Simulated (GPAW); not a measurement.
A self-consistent single point of CdSe (F-43m, 2 atoms in the cell) with GPAW

Method of the run: PBE, GPAW PAW datasets PBE (gpaw-data 1.0.1) (plane waves; GPAW 25.7.0).

Input:

```python
from ase import Atoms
from ase.units import GPa
from gpaw import GPAW, PW

atoms = Atoms(['Cd', 'Se'],
              cell=[[0.000000, 3.095446, 3.095446],
                    [3.095446, 0.000000, 3.095446],
                    [3.095446, 3.095446, 0.000000]],
              scaled_positions=[[0.000000, 0.000000, 0.000000],
                                [0.750000, 0.750000, 0.750000]],
              pbc=True)

calc = GPAW(mode=PW(550),
            xc='PBE',
            kpts={'size': (6, 6, 6), 'gamma': True},
            occupations={'name': 'fixed-uniform'},
            nbands=-6,
            convergence={'density': 1e-05, 'bands': -4},
            symmetry={'symmorphic': False, 'tolerance': 0.0005},
            maxiter=150)

atoms.calc = calc

energy = atoms.get_potential_energy()
print('Energy (eV):', round(energy, 6))
forces = atoms.get_forces()
print('Forces (eV/Ang):')
print(forces.round(5))
stress = atoms.get_stress()
print('Stress (GPa, Voigt):', (stress / GPa).round(4))
```

Log, with long lists cut:

```
Input parameters:
  convergence: {bands: -4,
                density: 1e-05}
  kpts: {gamma: True,
         size: (6, 6, 6)}
  maxiter: 150
  mode: {ecut: 550.0,
         name: pw}
  nbands: -6
  occupations: {name: fixed-uniform}
  symmetry: {symmorphic: False,
             tolerance: 0.0005}
  xc: PBE

species:
  Cd:
    name: Cadmium
    Z: 48.0
    valence: 12
    core: 36
    charge: 0.0
    file: Cd.PBE.gz

    # Using partial waves for Cd as LCAO basis

  Se:
    name: Selenium
    Z: 34.0
    valence: 6
    core: 28
    charge: 0.0
    file: Se.PBE.gz

    # Using partial waves for Se as LCAO basis

Reference energy: -218276.650467  # eV

Spin-paired calculation

Convergence criteria:
 Maximum [total energy] change in last 3 cyles: 0.0005 eV / valence electron
 Maximum integral of absolute [dens]ity change: 1e-05 electrons / valence electron
 Maximum integral of absolute [eigenst]ate change: 4e-08 eV^2 / valence electron
 Maximum number of scf [iter]ations: 150

Symmetries present (total): 24
Symmetries with fractional translations: 0
216 k-points: 6 x 6 x 6 Monkhorst-Pack grid + [1/12,1/12,1/12]
16 k-points in the irreducible part of the Brillouin zone
       k-points in crystal coordinates                weights
   0:     0.00000000    0.00000000    0.00000000          1/216
   1:     0.16666667    0.16666667    0.00000000          6/216
   2:     0.16666667    0.16666667    0.16666667          8/216
   [... 7 lines left out ...]
          ...
  15:     0.50000000    0.50000000    0.50000000          4/216

Wave functions: Plane wave expansion
  Cutoff energy: 550.000 eV
  Number of coefficients (min, max): 1718, 1807
  Pulay-stress correction: 0.000000 eV/Ang^3 (de/decut=0.000000)

Occupation numbers: # Uniform distribution of occupation numbers

Eigensolver

Densities:
  Coarse grid: 24*24*24 grid
  Fine grid: 48*48*48 grid
  Total Charge: 0.000000

Density mixing:
  Method: separate
  Backend: pulay
  Linear mixing parameter: 0.05
  old densities: 5
  Damping of long wavelength oscillations: 50

Hamiltonian:
  XC and Coulomb potentials evaluated on a 48*48*48 grid
  External potential:
    NoExternalPotential

XC parameters: PBE with 2 nearest neighbor stencil

Number of atoms: 2
Number of atomic orbitals: 13
Number of bands in calculation: 15
Number of valence electrons: 18
Bands to converge: 11

Density initialized from atomic densities
  13 bands from LCAO basis set
  2 bands from random numbers

Atomic positions and initial magnetic moments

Positions:
   0 Cd     0.000000    0.000000    0.000000    ( 0.0000,  0.0000,  0.0000)
   1 Se     4.643169    4.643169    4.643169    ( 0.0000,  0.0000,  0.0000)

Unit cell:
           periodic     x           y           z      points  spacing
  1. axis:    yes    0.000000    3.095446    3.095446    24     0.1489
  2. axis:    yes    3.095446    0.000000    3.095446    24     0.1489
  3. axis:    yes    3.095446    3.095446    0.000000    24     0.1489

  Lengths:   4.377622   4.377622   4.377622
  Angles:   60.000000  60.000000  60.000000

Effective grid spacing dv^(1/3) = 0.1625

     iter     time        total  log10-change:
                         energy   eigst   dens
iter:   1 --:--:--    -6.048888   +0.32
iter:   2 --:--:--    -5.969842   -1.19  -1.16
iter:   3 --:--:--    -5.699506   -1.31  -1.20
iter:   4 --:--:--    -5.692112   -3.29  -1.61
iter:   5 --:--:--    -5.697758c  -2.72  -1.65
iter:   6 --:--:--    -5.690987c  -3.72  -2.40
iter:   7 --:--:--    -5.689096c  -3.87  -2.68
iter:   8 --:--:--    -5.688906c  -3.98  -2.95
iter:   9 --:--:--    -5.688882c  -5.74  -3.23
iter:  10 --:--:--    -5.688814c  -5.01  -3.44
iter:  11 --:--:--    -5.688814c  -7.10  -4.11
iter:  12 --:--:--    -5.688818c  -6.21  -4.15
iter:  13 --:--:--    -5.688815c  -6.20  -4.16
iter:  14 --:--:--    -5.688814c  -7.52c -4.49
iter:  15 --:--:--    -5.688814c  -8.12c -5.10c

Converged after 15 iterations.

Dipole moment: (3.129619, 3.129619, 3.129619) |e|*Ang

Energy contributions relative to reference atoms: (reference = -218276.650467)

Kinetic:        +16.617720
Potential:      -15.305899
External:        +0.000000
XC:              -7.049860
Entropy (-ST):   +0.000000
Local:           +0.049226
SIC:             +0.000000
--------------------------
Free energy:     -5.688814
Extrapolated:    -5.688814

Showing only first 2 kpts
 Kpt  Band  Eigenvalues  Occupancy
  0     7      3.08893    2.00000
  0     8      3.08893    2.00000
  0     9      3.58142    0.00000
  0    10      8.99391    0.00000

  1     7      2.58444    2.00000
  1     8      2.58444    2.00000
  1     9      5.41108    0.00000
  1    10      7.96740    0.00000

Fermi level: 3.33518

Gap: 0.492 eV
Transition (v -> c):
  (s=0, k=0, n=8, [0.00, 0.00, 0.00]) -> (s=0, k=0, n=9, [0.00, 0.00, 0.00])
No difference between direct/indirect transitions
Energy (eV): -5.688814

Forces in eV/Ang:
  0 Cd   -0.00000    0.00000   -0.00000
  1 Se    0.00000    0.00000   -0.00000

Stress tensor:
     0.000878     0.000000     0.000000
     0.000000     0.000878     0.000000
     0.000000     0.000000     0.000878
Stress (GPa, Voigt): [0.1406 0.1406 0.1406 0.     0.     0.    ]
```

The run converged in 15 iterations. GPAW prints stress with tension positive.

The starting cell comes from a database of computed structures (which also holds hypothetical and non-ambient phases and stackings), without a prior relaxation at this level. Its lattice was rescaled by a random factor within 2.5 % of one.
